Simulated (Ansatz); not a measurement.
Base system: Se (space group P3_121, No. 152; a = 4.506 Å, c = 4.991 Å; made of chains). Axes: x lies along a and z along c of the hexagonal cell.

Method: plane-wave PAW DFT at the r2SCAN level (Ansatz, a quantum-chemistry and plane-wave program, 500 eV), no SOC.

One thing is altered: the cell is scaled by 1.0071 in all directions, atoms relaxed at fixed cell.

Problem. Predict the stress tensor and what it implies for the stiffness.

Solution. Stress of the strained cell less that of the base (GPa, compression positive):
```
  -0.21    0.00    0.00
   0.00   -0.21    0.00
   0.00    0.00   -0.74
```

Then B = −ΔP/(ΔV/V₀) with ΔV/V₀ = 0.0215 gives secant stiffness values (nonlinear terms included at this strain): B (at held cell shape, above the free-shape value) ≈ 18 GPa.

Whether these cells are dynamically stable was not tested. No dispersion term is included, though the crystal is made of layers, chains or molecules, so its spacings can come out too wide.
